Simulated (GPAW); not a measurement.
GPAW run on CaS (Fm-3m, 2 atoms in the cell): self-consistent single point.

Method: PBE, GPAW PAW datasets PBE (gpaw-data 1.0.1) (plane waves; GPAW).

```
CaS
1.0
    0.00000     2.84500     2.84500
    2.84500     0.00000     2.84500
    2.84500     2.84500     0.00000
Ca S
1 1
Direct
  0.00000   0.00000   0.00000
  0.50000   0.50000   0.50000
```

Reference input (self-consistent single point, DFT PBE, plane waves, GPAW PAW datasets PBE (gpaw-data 1.0.1)): mode = pw; ecut = 500 eV; xc = PBE; kpts = 10 10 10; mesh shift (steps) = 0 0 0; occupations.name = fermi-dirac; occupations.width = 0.02 eV; nbands = -8; convergence.density = 1e-05 e/electron; convergence.bands = -6; symmetry.symmorphic = false; symmetry.tolerance = 0.0005. This run's input differs from it in these lines:

```diff
@@ -14,3 +14,3 @@
             xc='PBE',
-            kpts={'size': (10, 10, 10), 'gamma': True},
+            kpts={'size': (4, 4, 4), 'gamma': True},
             occupations=FermiDirac(0.02),
```

The program printed (abridged):

```
     iter     time        total  log10-change:
                         energy   eigst   dens
iter:   1 --:--:--   -10.508489   +1.62
iter:   2 --:--:--   -10.521218   +0.37  -1.16
iter:   3 --:--:--   -10.405419   -0.10  -1.20
iter:   4 --:--:--   -10.410753   -0.86  -1.51
iter:   5 --:--:--   -10.449653   -1.52  -1.54
iter:   6 --:--:--   -10.432376   -1.84  -1.95
iter:   7 --:--:--   -10.432182   -2.69  -2.90
iter:   8 --:--:--   -10.431982c  -3.33  -2.95
iter:   9 --:--:--   -10.431979c  -4.20  -3.45
iter:  10 --:--:--   -10.431980c  -5.20  -3.47
iter:  11 --:--:--   -10.431983c  -5.91  -3.53
iter:  12 --:--:--   -10.431983c  -6.46  -4.36
iter:  13 --:--:--   -10.431983c  -7.41c -4.99
iter:  14 --:--:--   -10.431983c  -8.18c -5.03c
Converged after 14 iterations.

Dipole moment: (-0.000000, 0.000000, 0.000000) |e|*Ang

Energy contributions relative to reference atoms: (reference = -29368.489130)

Kinetic:        +11.020681
Potential:       -8.919165
External:        +0.000000
XC:             -12.020051
Entropy (-ST):   -0.000000
Local:           -0.513449
SIC:             +0.000000
--------------------------
Free energy:    -10.431983
Extrapolated:   -10.431983

Showing only first 2 kpts
 Kpt  Band  Eigenvalues  Occupancy
  0     6      4.22188    2.00000
  0     7      4.22188    2.00000
  0     8      8.38278    0.00000
  0     9      8.38278    0.00000

  1     6      3.68894    2.00000
  1     7      3.68894    2.00000
  1     8      7.33707    0.00000
  1     9      9.34972    0.00000

Fermi level: 5.53827

Gap: 2.370 eV
Transition (v -> c):
   [... lines left out ...]
Direct/indirect transitions are different
Direct gap: 3.181 eV
Transition at: (s=0, k=5, n=7, [0.50, 0.50, 0.00])
Energy (eV): -10.431983

Forces in eV/Ang:
  0 Ca    0.00000    0.00000    0.00000
  1 S    -0.00000    0.00000   -0.00000

Stress tensor:
    -0.005887     0.000000     0.000000
     0.000000    -0.005887    -0.000000
     0.000000    -0.000000    -0.005887
Stress (GPa, Voigt): [-0.9433 -0.9433 -0.9433 -0.      0.      0.    ]
```

The run converged in 14 iterations. GPAW prints stress with tension positive. Against the reference run the free energy rises by 5.5 meV/atom and the gap on the mesh hardly changes (2.378 to 2.370 eV).

At such cutoffs GPAW's stress carries a finite-basis (Pulay) error, which enters relaxed cells too; its log prints stress with tension positive.

The starting cell has typed, rounded lattice constants, without a prior relaxation at this level.
